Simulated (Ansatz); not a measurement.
# Ge under a change: tensor shear ε_xy = +2.00 %

The parent structure is Ge in the diamond structure (space group Fd-3m, No. 227; a = 5.676 Å). Axes: x, y, z lie along the cube axes.

Modification: a pure shear with ε_xy = ε_yx = 0.0200; the atoms relax in the strained cell.

Method: PBEsol (Ansatz, an electronic-structure program, PAW, scalar-relativistic without spin-orbit coupling). Settings: 14×14×14 k-points, 0.05 eV Fermi–Dirac smearing.

| quantity | base | changed | shift |
|---|---|---|---|
| volume per atom | 22.86 Å³ | 22.85 Å³ | -0.01 Å³ |
| space group | Fd-3m (No. 227) | Imma (No. 74) | – |
| shortest interatomic distance | 2.458 Å | 2.444 Å | -0.014 Å |
| energy relative to the base (free energy F) | 0 meV/atom | +6.5 meV/atom | +6.5 meV/atom |
| pressure (mean of the normal stresses, compression positive) | 0.0 GPa | 0.1 GPa | +0.1 GPa |
| band gap | zero | zero | – |
| largest internal atomic displacement | – | 0.016 Å | – |
| stress (xx, yy, zz, yz, xz, xy; compression positive) (rough) | – | (0.1, 0.1, 0.0, 0.0, 0.0, -2.3) GPa | – |

Without a gap, meshes like the base's 14×14×14 leave anisotropic stresses uncertain by several tenths of a GPa, and small strain energies with them. Stability against distortions was not tested. A zero or small gap of Ge can be the functional's error rather than a property of the material.
